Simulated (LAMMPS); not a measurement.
LAMMPS 22 Jul 2025, classical MD, Stillinger-Weber (Si.sw): Si, 32768 atoms.

```yaml
task: MD, nve
potential: Stillinger-Weber, Si.sw
copies_of_the_repeat_unit: 16×16×16
shape (slab and sphere leave vacuum in the box): slab
temperature: 800 K
steps: 2000
timestep: 1 fs
neighbor_skin: 2 Å
neigh_modify: every 1 delay 0 check yes
thermo: 100
processors: 4 4 4
newton: on (default)
atom_modify sort (bins of 2 Å where set): 1000 (default)
comm_style: brick (default)
box: 86.9 × 86.9 × 260.7 Å, the slab in its lowest third along z, the rest vacuum
start: generated diamond lattice, warmed in an untimed run
compared_values: energy and forces of the first step, drift over the run
```

Hardware: Intel Xeon 6 (Granite Rapids), 96 cores on 1 socket, 2 hardware threads a core, 3 L3 cache groups, 3 NUMA nodes.

Run on 64 ranks, it takes 3.6 s from launch to exit:

```bash
# ahead of the timed run: OMP_NUM_THREADS=1 mpirun -np 48 lmp -in in.warm -log none -nocite
OMP_NUM_THREADS=1 mpirun -np 64 lmp -in in.lmp -log log.lammps -nocite
```

From its output:

```
  using 1 OpenMP thread(s) per MPI task
  4 by 4 by 4 MPI processor grid
  32768 atoms
  master list distance cutoff = 5.77118
  ghost atom cutoff = 5.77118
Per MPI rank memory allocation (min/avg/max) = 2.969 | 3.107 | 3.205 Mbytes
99.2% CPU use with 64 MPI tasks x 1 OpenMP threads
...
Loop time of 2.91532 on 64 procs for 2000 steps with 32768 atoms

Performance: 59.273 ns/day, 0.405 hours/ns, 686.032 timesteps/s, 22.480 Matom-step/s
99.2% CPU use with 64 MPI tasks x 1 OpenMP threads

MPI task timing breakdown:
Section |  min time  |  avg time  |  max time  |%varavg| %total
---------------------------------------------------------------
Pair    | 5.3516e-05 | 0.85121    | 2.573      | 112.3 | 29.20
Neigh   | 3.9755e-05 | 0.016722   | 0.050365   |  15.7 |  0.57
Comm    | 0.0041709  | 1.2661     | 2.7909     | 103.3 | 43.43
Output  | 0.00044246 | 0.008326   | 0.030795   |  14.2 |  0.29
Modify  | 0.00011397 | 0.004639   | 0.013761   |   7.9 |  0.16
Other   |            | 0.7683     |            |       | 26.35

Nlocal:            512 ave        1559 max           0 min
Histogram: 32 0 0 16 0 0 0 0 0 16
Nghost:        1011.89 ave        2627 max           0 min
Histogram: 16 16 0 0 16 0 0 0 0 16
Neighs:              0 ave           0 max           0 min
Histogram: 64 0 0 0 0 0 0 0 0 0
FullNghs:      17785.3 ave       54895 max           0 min
Histogram: 32 0 1 15 0 0 0 0 0 16

Total # of neighbors = 1138258
Ave neighs/atom = 34.736877
Neighbor list builds = 30
Dangerous builds = 0
```

Wall times, medians of two to five repeats, each run alone on the node (launch to exit). Unless noted, each process is bound to its own block of adjacent cores. The times hold for this build (conda-forge: Open MPI, OPENMP and OPT packages, FFTW). Scratch files lie in a memory file system. A preparatory run goes ahead and isn't timed.

Task: What holds this run back, and which change relieves it on the same cores with the result kept within 1.0 meV/atom in energy, 10 meV/Å in forces on 48 atoms, 0.20 meV an atom in drift of the total energy?

Result: The largest part is communication and waiting (Comm), 35 % of the time. One change that relieves it (others may too): going from processors = 4 4 4 to processors = * * 1, one of the fastest among the values tried that keep the result: 3.6 s to 1.8 s (2.0× as fast). The largest move is in communication and waiting (Comm): 1.3 s to 0.21 s. The slowest rank's pair time is 3.02 times the mean in the first run and 1.04 times in the second; the others wait. As resolved by the program: grid of ranks 4 by 4 by 4 against 8 by 8 by 1. These two results differ by: energy equal as printed, forces on 48 atoms equal as printed, drift of the total energy equal as printed. Others tried: processors = 8 8 1 (1.9 s); processors = 64 1 1 (2.1 s); processors = * * * (default) (3.6 s); processors = 1 1 64 (3.8 s). Launch, exit and the like take 0.70 s of the 1.8 s.
